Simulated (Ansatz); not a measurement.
Consider B-vacancy pair (B on one host C site, one C site vacant) in 4H silicon carbide, charge state +1. These are PBE, PAW (plane waves to 420 eV; Ansatz, a first-principles code) values and carry that method's errors.

Settings: 72 host sites, the relaxed PBE lattice, the Γ point alone, smearing 0.01 eV, spin-restricted, no image-charge correction. No zero-point or tunnelling terms. The charge state is imposed; whether it is stable for some Fermi level was not computed. Forms of the defect that were not tried may lie lower. The order of the sites in energy changes with the mesh.

Barriers: single points on a 2×2×2 k-point mesh shifted by half a step along c at the bands' geometries (they differ from the bands' own by up to 0.51 eV, and are uncertain by about as much).

The step: a nearby C atom hops onto the vacant site (B-vacancy distance between ideal sites 3.09 → 5.36 Å). Atoms about the jump, Cartesian Å from the middle of the jump, before and after:

| atom | x0 | y0 | z0 | x1 | y1 | z1 |
|---|---|---|---|---|---|---|
| C1 | -0.77 | 1.33 | 0.01 | 0.77 | -1.33 | -0.01 |
| Si2 | -0.85 | -0.41 | 0.69 | -0.77 | -0.57 | 0.69 |
| Si3 | 0.76 | 2.24 | 0.66 | 0.85 | 2.27 | 0.69 |
| Si4 | 2.38 | -0.41 | 0.69 | 2.32 | -0.47 | 0.66 |
| Si5 | -0.78 | 1.34 | -1.90 | -0.78 | 1.33 | -2.03 |
| Si6 | 0.76 | -1.36 | -2.01 | 0.78 | -1.35 | -1.91 |
| C7 | 2.30 | 1.33 | 0.01 | 2.30 | 1.32 | 0.02 |
| C8 | -0.78 | -0.46 | -2.50 | -0.78 | -0.45 | -2.51 |
| Si9 | 2.31 | 1.34 | -1.90 | 2.32 | 1.32 | -1.90 |
| C10 | -0.79 | -0.44 | 2.55 | -0.79 | -0.42 | 2.55 |
| C11 | 0.76 | 2.22 | -2.52 | 0.76 | 2.22 | -2.51 |
| C12 | 2.31 | -0.46 | -2.50 | 2.31 | -0.45 | -2.52 |
| C13 | -2.32 | -1.36 | 0.02 | -2.33 | -1.34 | 0.02 |
| C14 | 2.31 | -0.44 | 2.55 | 2.32 | -0.44 | 2.55 |
| C15 | 0.76 | 2.22 | 2.55 | 0.75 | 2.21 | 2.55 |
| Si16 | 0.76 | 0.44 | 3.18 | 0.78 | 0.42 | 3.17 |
| Si17 | -2.34 | 2.21 | 0.67 | -2.42 | 2.28 | 0.69 |
| Si18 | -2.34 | -1.36 | -1.90 | -2.34 | -1.36 | -1.90 |
| Si19 | 0.76 | -3.27 | 0.67 | 0.74 | -3.15 | 0.66 |
| C20 | 0.76 | 4.01 | 0.02 | 0.75 | 4.01 | 0.02 |
| C21 | 3.84 | -1.36 | 0.02 | 3.86 | -1.35 | 0.02 |
| C22 | -2.33 | 2.21 | -2.53 | -2.33 | 2.22 | -2.50 |
| B23 | 0.76 | -3.09 | 2.55 | 0.76 | -3.14 | 2.57 |

### Question
Where do these atoms stand at the saddle point, and how high is it?

### Answer

```json
[
 {"atom": "C1", "x": "0.32", "y": "0.21", "z": "-0.18"},
 {"atom": "Si2", "x": "-1.13", "y": "-0.24", "z": "0.78"},
 {"atom": "Si3", "x": "0.90", "y": "2.11", "z": "0.64"},
 {"atom": "Si4", "x": "2.26", "y": "-0.30", "z": "0.62"},
 {"atom": "Si5", "x": "-0.62", "y": "1.19", "z": "-1.91"},
 {"atom": "Si6", "x": "0.77", "y": "-1.26", "z": "-1.95"},
 {"atom": "C7", "x": "2.52", "y": "1.45", "z": "-0.01"},
 {"atom": "C8", "x": "-0.81", "y": "-0.52", "z": "-2.60"},
 {"atom": "Si9", "x": "2.39", "y": "1.37", "z": "-1.91"},
 {"atom": "C10", "x": "-0.88", "y": "-0.41", "z": "2.61"},
 {"atom": "C11", "x": "0.81", "y": "2.21", "z": "-2.52"},
 {"atom": "C12", "x": "2.33", "y": "-0.42", "z": "-2.53"},
 {"atom": "C13", "x": "-2.46", "y": "-1.36", "z": "0.01"},
 {"atom": "C14", "x": "2.26", "y": "-0.41", "z": "2.51"},
 {"atom": "C15", "x": "0.75", "y": "2.20", "z": "2.52"},
 {"atom": "Si16", "x": "0.72", "y": "0.43", "z": "3.18"},
 {"atom": "Si17", "x": "-2.34", "y": "2.13", "z": "0.72"},
 {"atom": "Si18", "x": "-2.36", "y": "-1.37", "z": "-1.91"},
 {"atom": "Si19", "x": "0.81", "y": "-3.36", "z": "0.69"},
 {"atom": "C20", "x": "0.74", "y": "3.93", "z": "0.01"},
 {"atom": "C21", "x": "3.72", "y": "-1.38", "z": "0.01"},
 {"atom": "C22", "x": "-2.24", "y": "2.16", "z": "-2.44"},
 {"atom": "B23", "x": "0.76", "y": "-3.05", "z": "2.53"}
]
```
It lies 4.59 eV above the start and 4.24 eV above the end. The saddle point's order was not checked.
